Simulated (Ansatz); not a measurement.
Amorphous Si₁₅B₁₅N₃₅, 65 atoms at 2.20 g/cm³, one PBE-relaxed geometry, zone centre. Methods: PBE, scalar-relativistic without spin-orbit coupling (Ansatz, a first-principles code); r2SCAN, scalar-relativistic without spin-orbit coupling (Ansatz); HSE06, scalar-relativistic without spin-orbit coupling (Ansatz). Plane waves to 420 eV (r2SCAN 500 eV); exact exchange is cut at the cell's faces. At PBE the levels at the filled edge of the gap are localised (band-tail or defect states). The higher rungs were started with moments on some atoms, which died out.

Preparation: random packing, a CHGNet melt and quench, and a DFT relaxation. N atoms were pushed apart under 1.9 Å during the dynamics, to hinder bonds among them. The hot cell started wider than the set density and was brought back towards it in steps. It is the lowest in DFT energy of 2 quenches. It is a model cell: composition and starting density were chosen by hand, and all elements were melted together. No dispersion term was used. Its density started from a set value of 2.20 and ended at 2.20 g/cm³. The simulated quench (nominally 500 K/ps over its main leg) is rapid and tends to freeze in more defects than a deposited or slowly cooled glass has. A cell of this size samples the disorder only roughly. The volume was held where the preparation left it, at a PBE pressure of -3.5 GPa (tension). Stress components on the final sampling reach 6.0 GPa. On a 2×2×2 Γ-centred mesh force components of up to 0.12 eV/Å stay, since the relaxation ran on the zone centre alone.

The relaxation ran on the zone centre alone. At PBE the level gap is 2.64 eV on a 2×2×2 Γ-centred mesh, and the spacing at the zone centre alone 2.69 eV.

What zone-centre spacing does r2SCAN give, roughly?

3.08 eV (+0.39 eV against PBE).

What zone-centre spacing does HSE06 give, roughly?

3.98 eV (+1.29 eV against PBE).

The highest filled and the lowest empty state spread over these numbers of atoms (participation numbers): PBE: 11.3 and 12.7; r2SCAN: 11.2 and 10.8; HSE06: 11.4 and 13.1.
